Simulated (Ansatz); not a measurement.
The reference is BeTe in the zinc blende structure (space group F-43m, No. 216; a = 5.6046 Å). Axes: x, y, z lie along the cube axes.

Now apply this change: uniaxial stress, 2 GPa tension along z, with the cell and atoms free to relax against it.

Levels (all Ansatz, a program for electronic structure, PAW, earlier PAW set): PBEsol (420 eV, without spin-orbit coupling); HSE06+SOC (420 eV, spin-orbit coupling included).

The geometry is relaxed with PBEsol.

```
Item                                         Value
----------------------------  --------------------
PBEsol band gap                            1.73 eV
PBEsol valence-band top at Γ  0.00, 0.00, -0.18 eV
```

Task: How does going to HSE06+SOC change the band gap and valence-band top at Γ?

Result: The band gap grows by 0.463 eV to 2.20 eV; the valence-band top at Γ (three highest Kramers pairs, from the VBM) changes from 0.00, 0.00, -0.18 eV to 0.00, -0.13, -1.09 eV.

Single points use the geometry relaxed with PBEsol. HSE06 was sampled on its mesh, a few special points and the semilocal edge points, so its gap is an upper bound. The spin-orbit shifts are approximate. Spin-orbit coupling, missing from the scalar runs, can matter with Te. Load acts through the strain it causes; cell and atoms are relaxed under it. Stability under load was not tested beyond the relaxation.
